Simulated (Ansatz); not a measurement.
The starting structures come from a database of crystals and need not be the phases stable at ambient conditions.

Tunnelling through a barrier is set by its complex band structure: the current falls as exp(−2κd) with the smallest κ.

Data:

```
CELL_PARAMETERS angstrom
      5.27145     0.00000     0.00000
     -2.63572     4.56521     0.00000
      2.63572     1.52174     4.66960
ATOMIC_POSITIONS crystal
  Zn 0.26908 0.63454 0.09638
  Zn 0.73092 0.36546 0.90362
  Sn 0.70009 0.85004 0.44987
  Sn 0.29991 0.14996 0.55013
  O  0.50426 0.55425 0.25559
  O  0.49574 0.44575 0.74441
  O  0.19016 0.95001 0.25559
  O  0.80984 0.04999 0.74441
  O  0.79440 0.24015 0.25559
  O  0.20560 0.75985 0.74441
```

Space group of this cell: R-3. The cell is strained (all lengths scaled by 0.98); by PBEsol its mean pressure is 3.7 GPa.

Transport runs along the normal of the first two printed cell vectors, the (001) plane of the conventional cell.

The gap is the functional's own, uncorrected, and κ follows it; spin-orbit coupling is left out. Mid-gap values are interpolated between the computed energies.

Compute, with PBEsol (Ansatz, a program for electronic structure), the band gap and the smallest decay constant κ at mid-gap.

Gap 1.63 eV on a 8×8×8 mesh; κ = 0.162 1/Å, at the zone centre.
